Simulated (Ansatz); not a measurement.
Consider interstitial Al in anatase TiO2, charge state +3. These are PBE, PAW (plane waves to 420 eV; Ansatz, an electronic-structure program) values and carry that method's errors.

Settings: 108 host sites, the relaxed PBE lattice, the Γ point alone, smearing 0.01 eV, spin-restricted, no image-charge correction. Energies are static. The charge state is imposed; whether it is stable for some Fermi level was not computed. Sites that were not tried may lie lower.

Barriers: single points on a 2×2×2 k-point mesh shifted by half a step at the bands' geometries.

A. a concerted move, in which Al travels most; the atom moves 1.24 Å along (0.25, 0.00, -0.08) of the unit cell; the moving atom starts with neighbours 2 O at 1.82, 2 O at 1.84, O at 1.86 Å and ends with 2 O at 1.85, 4 O at 1.96 Å; saddle order not checked, on a symmetry element.
B. a concerted move, in which Al travels most (a rearrangement that moves the defect's centre by under 1 Å); the atom moves 0.83 Å along (0.00, 0.00, 0.09) of the unit cell; the moving atom starts with neighbours 2 O at 1.82, 2 O at 1.84, O at 1.86 Å and ends with 2 O at 1.82, 2 O at 1.84, O at 1.86 Å; saddle order not checked, on a symmetry element.

A band can be held on a symmetry element, so unchecked saddle points there may be too high.

Task: Put the candidates in order of forward barrier, lowest first, for PBE, PAW.

Result: B (0.43 eV), A (1.03 eV)
